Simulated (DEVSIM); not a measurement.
System: abrupt Si p-n junction, at 300 K.

| layer (left to right) | material | thickness (μm) | Nd (cm⁻³) | Na (cm⁻³) | τn (s) | τp (s) |
|---|---|---|---|---|---|---|
| 1 | Si | 37.0 | - | 1.7e17 | 0.00099 | 0.00099 |
| 2 | Si | 12.0 | 1.3e17 | - | 0.00099 | 0.00099 |

Left contact: ohmic. Right contact: ohmic. Voltage is applied to the left contact. Recombination: SRH at mid-gap, radiative, Auger. Mobility is constant in doping.

This is a model device: material constants are rounded textbook-type values typed into the input, and sizes, dopings and lifetimes were drawn at random. Values at 300 K.

```
parameter           Si
-------------  -------
gap (eV)         1.124
affinity (eV)     4.05
permittivity      11.7
Nc (cm⁻³)      2.86e19
Nv (cm⁻³)       3.1e19
μn (cm²/Vs)       1417
μp (cm²/Vs)        470
B (cm³/s)      4.7e-15
Cn (cm⁶/s)     2.8e-31
Cp (cm⁶/s)     9.9e-32
```

DEVSIM, 1D drift-diffusion, Boltzmann statistics, complete ionisation; no tunnelling, impact ionisation, image-force lowering or self-heating.

Question: Tabulate band edges, carrier densities and field at 0.9 V on the left contact.

Answer: Energies count from the Fermi level of the right contact; mesh points crowd at the junctions.

```json
[
 {"x (μm)": "0.000", "Ec (eV)": "0.089", "Ev (eV)": "-1.035", "n (cm⁻³)": "680", "p (cm⁻³)": "1.7e17", "field (V/cm)": "23"},
 {"x (μm)": "0.04533", "Ec (eV)": "0.090", "Ev (eV)": "-1.034", "n (cm⁻³)": "2.1e14", "p (cm⁻³)": "1.7e17", "field (V/cm)": "23"},
 {"x (μm)": "0.1762", "Ec (eV)": "0.090", "Ev (eV)": "-1.034", "n (cm⁻³)": "8.1e14", "p (cm⁻³)": "1.7e17", "field (V/cm)": "22"},
 {"x (μm)": "0.5538", "Ec (eV)": "0.091", "Ev (eV)": "-1.033", "n (cm⁻³)": "2.5e15", "p (cm⁻³)": "1.7e17", "field (V/cm)": "22"},
 {"x (μm)": "2.383", "Ec (eV)": "0.095", "Ev (eV)": "-1.030", "n (cm⁻³)": "1.0e16", "p (cm⁻³)": "1.8e17", "field (V/cm)": "20"},
 {"x (μm)": "6.924", "Ec (eV)": "0.103", "Ev (eV)": "-1.021", "n (cm⁻³)": "2.5e16", "p (cm⁻³)": "2.0e17", "field (V/cm)": "17"},
 {"x (μm)": "19.24", "Ec (eV)": "0.122", "Ev (eV)": "-1.002", "n (cm⁻³)": "5.3e16", "p (cm⁻³)": "2.2e17", "field (V/cm)": "14"},
 {"x (μm)": "32.76", "Ec (eV)": "0.139", "Ev (eV)": "-0.985", "n (cm⁻³)": "7.3e16", "p (cm⁻³)": "2.4e17", "field (V/cm)": "12"},
 {"x (μm)": "35.55", "Ec (eV)": "0.143", "Ev (eV)": "-0.981", "n (cm⁻³)": "7.6e16", "p (cm⁻³)": "2.5e17", "field (V/cm)": "12"},
 {"x (μm)": "36.51", "Ec (eV)": "0.144", "Ev (eV)": "-0.980", "n (cm⁻³)": "7.7e16", "p (cm⁻³)": "2.5e17", "field (V/cm)": "12"},
 {"x (μm)": "36.85", "Ec (eV)": "0.144", "Ev (eV)": "-0.980", "n (cm⁻³)": "7.7e16", "p (cm⁻³)": "2.5e17", "field (V/cm)": "12"},
 {"x (μm)": "36.98", "Ec (eV)": "0.144", "Ev (eV)": "-0.980", "n (cm⁻³)": "8.1e16", "p (cm⁻³)": "2.4e17", "field (V/cm)": "-1400"},
 {"x (μm)": "37.01", "Ec (eV)": "0.120", "Ev (eV)": "-1.004", "n (cm⁻³)": "2.0e17", "p (cm⁻³)": "9.6e16", "field (V/cm)": "-3000"},
 {"x (μm)": "37.08", "Ec (eV)": "0.118", "Ev (eV)": "-1.006", "n (cm⁻³)": "2.2e17", "p (cm⁻³)": "8.7e16", "field (V/cm)": "12"},
 {"x (μm)": "37.43", "Ec (eV)": "0.118", "Ev (eV)": "-1.006", "n (cm⁻³)": "2.2e17", "p (cm⁻³)": "8.5e16", "field (V/cm)": "13"},
 {"x (μm)": "38.27", "Ec (eV)": "0.119", "Ev (eV)": "-1.004", "n (cm⁻³)": "2.1e17", "p (cm⁻³)": "8.0e16", "field (V/cm)": "13"},
 {"x (μm)": "40.70", "Ec (eV)": "0.123", "Ev (eV)": "-1.001", "n (cm⁻³)": "1.9e17", "p (cm⁻³)": "6.5e16", "field (V/cm)": "15"},
 {"x (μm)": "45.62", "Ec (eV)": "0.131", "Ev (eV)": "-0.993", "n (cm⁻³)": "1.6e17", "p (cm⁻³)": "3.0e16", "field (V/cm)": "20"},
 {"x (μm)": "48.20", "Ec (eV)": "0.137", "Ev (eV)": "-0.987", "n (cm⁻³)": "1.4e17", "p (cm⁻³)": "7.8e15", "field (V/cm)": "26"},
 {"x (μm)": "48.74", "Ec (eV)": "0.139", "Ev (eV)": "-0.985", "n (cm⁻³)": "1.3e17", "p (cm⁻³)": "2.6e15", "field (V/cm)": "28"},
 {"x (μm)": "48.92", "Ec (eV)": "0.139", "Ev (eV)": "-0.985", "n (cm⁻³)": "1.3e17", "p (cm⁻³)": "7.6e14", "field (V/cm)": "29"},
 {"x (μm)": "49.00", "Ec (eV)": "0.139", "Ev (eV)": "-0.985", "n (cm⁻³)": "1.3e17", "p (cm⁻³)": "890", "field (V/cm)": "29"}
]
```
